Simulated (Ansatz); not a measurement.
**RbBr: band gap against strain**

RbBr (rock salt, Fm-3m, 40.059 Å³/atom and stress up to 0.01 GPa in the relaxed cell, cube axes along x, y and z) under an equal strain ε along all three axes. PBEsol in Ansatz, a plane-wave DFT program (PAW, default set), 420 eV, 8×8×8 Γ-centred mesh, Fermi-Dirac smearing 0.05 eV; ions are relaxed, or left where forces stay under 0.02 eV/Å, within the symmetry of each cell. Gaps are the smallest over the k-mesh and a band path, without spin-orbit coupling; in all rows the valence edge lies at Γ and the conduction edge at Γ.

Here s stands for strain and Eg for gap.

| strain (%) | gap (eV) |
|---|---|
| -3.00 | ? |
| -1.50 | 4.332 |
| -1.00 | 4.295 |
| -0.50 | 4.260 |
| 0.00 | 4.225 |
| 0.50 | 4.191 |
| 1.00 | 4.158 |
| 1.50 | 4.126 |

Q: Fit Eg against s with a straight line, and predict the withheld value at s = -3.00.

A: Means: s 0, Eg 4.2267. About the means, the sum of products is -0.48050 and the sum of squares of s is 7.0000; the slope is their ratio. Least squares gives Eg = 4.2267 - 0.06864·s. Residuals (row less fit): 0.0023, -0.0003, -0.0010, -0.0017, -0.0014, -0.0001, 0.0023; standard error 0.0018 (degrees of freedom: 5). Over these rows the gap moves by -6.86 ± 0.07 eV per unit strain, or -2.3 eV per unit of ln V. At the withheld row, Eg = 4.2267 - 0.06864 × (-3.0) = 4.4326 eV. The calculation gives 4.447 eV, 0.0144 eV above the prediction (4.5 % of the range of Eg in the table). The row lies outside the fitted rows, so this is an extrapolation. From the scatter of the fitted rows alone, a prediction at this place has a standard error of 0.0028 eV, so the miss is 5.1 times that.

A polynomial of degree 2 through the 12 other runs of the series gives 4.446 there, so most of the miss is curvature that the fit leaves out. Other structures, which can take over under pressure, weren't tried. Spin-orbit coupling is left out, which can shift this property for RbBr. Rows are the converged runs of the series near zero and its far end; series whose fitted rows scatter by over a few per cent of the range, as at a crossing or softening among them, aren't shown in this form, nor equations of state whose B0' disagrees with the runs' pressures. Most that stay on the fit to the last digits aren't either.
